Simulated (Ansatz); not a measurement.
The starting structures come from a database of crystals and need not be the phases stable at ambient conditions.

The decay constant κ of evanescent states in the gap governs leakage through a thin film.

Here is the system:

```
MgSnO3
1.0
    5.59935     0.00000     0.00000
    0.63598     7.66420     0.00000
   -2.48169     3.83210     2.63589
Mg Sn O
2 2 6
Direct
  0.71300   0.35650   0.00000
  0.28700   0.64350   0.00000
  0.29507   0.14754   0.00000
  0.70493   0.85246   0.00000
  0.49706   0.75634   0.29253
  0.50294   0.24366   0.70747
  0.20453   0.04887   0.39932
  0.79547   0.95113   0.60068
  0.80521   0.44819   0.30815
  0.19479   0.55181   0.69185
```

Space group of this cell: R-3. The cell is taken as given; by PBEsol its mean pressure is 0.7 GPa.

Transport runs along the normal of the first two printed cell vectors, the (110) plane of the conventional cell.

The gap is the functional's own, uncorrected, and κ follows it; spin-orbit coupling is left out. Mid-gap values are interpolated between the computed energies.

Problem. State the band gap and the smallest decay constant κ at mid-gap according to PBEsol (Ansatz, an electronic-structure program).

Solution. Gap 2.78 eV on a 12×12×12 mesh; κ = 0.240 1/Å, at the zone centre.
